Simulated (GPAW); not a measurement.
Troubleshooting GPAW: a failed run on RhPb (P6/mmm, 6 atoms in the cell). The aim is a self-consistent single point with DFT LDA (Perdew-Wang 92), plane waves, GPAW PAW datasets LDA (gpaw-data 1.0.1).

Cell that was meant: a = 5.6780 Å, b = 5.6780 Å, c = 4.4280 Å, α = 90.00°, β = 90.00°, γ = 120.00°.

Part of the input:

```python
                         [0.000000, 0.000000, 0.000000]],
              pbc=True)

calc = GPAW(mode=PW(40),
            xc='LDA',
            kpts=(5, 5, 5),
            occupations={'name': 'methfessel-paxton', 'width': 0.05, 'order': 1},
```

Output (repeated stretches shortened):

```
Input parameters:
  convergence: {forces: 0.001}
  kpts: [5 5 5]
  maxiter: 100
  mode: {ecut: 40.0,
         name: pw}
  nbands: -10
  occupations: {name: methfessel-paxton,
                order: 1,
                width: 0.05}
  symmetry: {symmorphic: False,
             tolerance: 0.0005}

species:
  Rh:
    name: Rhodium
    Z: 45.0
    valence: 15
   [... lines left out ...]

Occupation numbers: Methfessel-Paxton:
  width: 0.0500  # eV
  order: 1

Eigensolver

Densities:
  Coarse grid: 9*9*7 grid
  Fine grid: 18*18*14 grid
  Total Charge: 0.000000

Density mixing:
  Method: separate
  Backend: pulay
  Linear mixing parameter: 0.05
  old densities: 5
  Damping of long wavelength oscillations: 50

Hamiltonian:
  XC and Coulomb potentials evaluated on a 18*18*14 grid
  External potential:
    NoExternalPotential

Number of atoms: 6
Number of atomic orbitals: 63
Number of bands in calculation: 53
Number of valence electrons: 87
Bands to converge: occupied

Density initialized from atomic densities
  53 bands from LCAO basis set

Atomic positions and initial magnetic moments

Positions:
   0 Rh     2.839000    0.000000    0.000000    ( 0.0000,  0.0000,  0.0000)
   1 Rh     1.419500    2.458646    0.000000    ( 0.0000,  0.0000,  0.0000)
   2 Rh    -1.419500    2.458646    0.000000    ( 0.0000,  0.0000,  0.0000)
   3 Pb    -0.000003    3.278196    2.214000    ( 0.0000,  0.0000,  0.0000)
   4 Pb     2.839003    1.639096    2.214000    ( 0.0000,  0.0000,  0.0000)
   5 Pb     0.000000    0.000000    0.000000    ( 0.0000,  0.0000,  0.0000)

Unit cell:
           periodic     x           y           z      points  spacing
  1. axis:    yes    5.678000    0.000000    0.000000     9     0.5464
  2. axis:    yes   -2.839000    4.917292    0.000000     9     0.5464
  3. axis:    yes    0.000000    0.000000    4.428000     7     0.6326

  Lengths:   5.678000   5.678000   4.428000
  Angles:   90.000000  90.000000 120.000001

Effective grid spacing dv^(1/3) = 0.6019

Traceback (most recent call last):
   [... frames left out ...]
numpy.linalg.LinAlgError: The leading minor of order 69 of B is not positive definite. The factorization of B could not be completed and no eigenvalues or eigenvectors were computed.

The above exception was the direct cause of the following exception:

Traceback (most recent call last):
   [... frames left out ...]
ValueError: Too few plane waves or grid points
```

Question: Read the log: what does the program object to, and what is the fix?

Answer: The fault is an energy in the wrong unit; here the program stops on it instead of giving results. To fix it, convert the value to the unit that the key expects. The program stopped with an error.

The sound input it was made from differs as follows (other fixes are possible):
```diff
-calc = GPAW(mode=PW(40),
+calc = GPAW(mode=PW(550),
```

With that input, the run converged in 23 iterations: free energy E − TS (from the program's reference atoms) -40.4182 eV; Fermi level (on the code's own zero) 9.06 eV; pressure -3.31 GPa (DFT LDA (Perdew-Wang 92), plane waves, GPAW PAW datasets LDA (gpaw-data 1.0.1)).

On the sound input: the starting cell comes from a database of published, mostly measured structures (it also holds non-ambient and calculated ones), without a prior relaxation at this level. Spin-orbit coupling is off. Spin polarisation is off. With a pressure of about -3 GPa the cell is away from its equilibrium volume at this level.
